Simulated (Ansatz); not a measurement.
The reference is NbAs (space group I4_1md, No. 109).

```yaml
crystal:
  lattice:
    - [-1.73679, 1.73679, 5.87436]
    - [1.73679, -1.73679, 5.87436]
    - [1.73679, 1.73679, -5.87436]
  atoms:
    - { symbol: Nb, position: [0.99889, 0.99889, 0.00000] }
    - { symbol: Nb, position: [0.74889, 0.24889, 0.50000] }
    - { symbol: As, position: [0.41711, 0.41711, 0.00000] }
    - { symbol: As, position: [0.16711, 0.66711, 0.50000] }
```

Level of theory: PBE/PAW in Ansatz (a quantum-chemistry and plane-wave program), no spin-orbit coupling.

Base values:

The volume per atom comes out as 17.72 Å³.

It is then changed as follows: cell and atoms relaxed at a pressure of 5 GPa.

What does the calculation give for the volume per atom after the change?

The volume per atom decreases by 0.51 Å³ (17.72 Å³ → 17.21 Å³).

Load acts through the strain it causes; cell and atoms are relaxed under it. Whether these cells are dynamically stable was not tested. Competing high-pressure phases were not computed. All final runs are without spin polarisation.
